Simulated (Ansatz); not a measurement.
The starting structures come from a database of crystals and need not be the phases stable at ambient conditions.

Inside the gap of an insulator the Bloch states are evanescent, with a wavenumber k + iκ along the transport direction.

Data:

```yaml
crystal:
  lattice:
    - [7.65086, 0.00000, 0.00000]
    - [2.28845, 7.30060, 0.00000]
    - [2.28845, 1.68091, 3.07346]
  atoms:
    - { symbol: Ca, position: [0.50000, 0.50000, 0.50000] }
    - { symbol: Ca, position: [0.00000, 0.00000, 0.00000] }
    - { symbol: Cl, position: [0.30320, 0.30320, 0.39360] }
    - { symbol: Cl, position: [0.69680, 0.69680, 0.60640] }
    - { symbol: Cl, position: [0.19680, 0.80320, 0.50000] }
    - { symbol: Cl, position: [0.80320, 0.19680, 0.50000] }
```

Space group of this cell: P4_2/mnm, rutile. The cell is taken as given.

Transport runs along the normal of the first two printed cell vectors, the (111) plane of the conventional cell.

The gap is the functional's own, uncorrected, and κ follows it; spin-orbit coupling is left out. Mid-gap values are interpolated between the computed energies.

Task: State the band gap and the smallest decay constant κ at mid-gap according to r2SCAN in Ansatz (a quantum-chemistry and plane-wave program).

Result: Gap 5.92 eV on a 10×10×10 mesh; κ = 0.409 1/Å, at the zone centre.
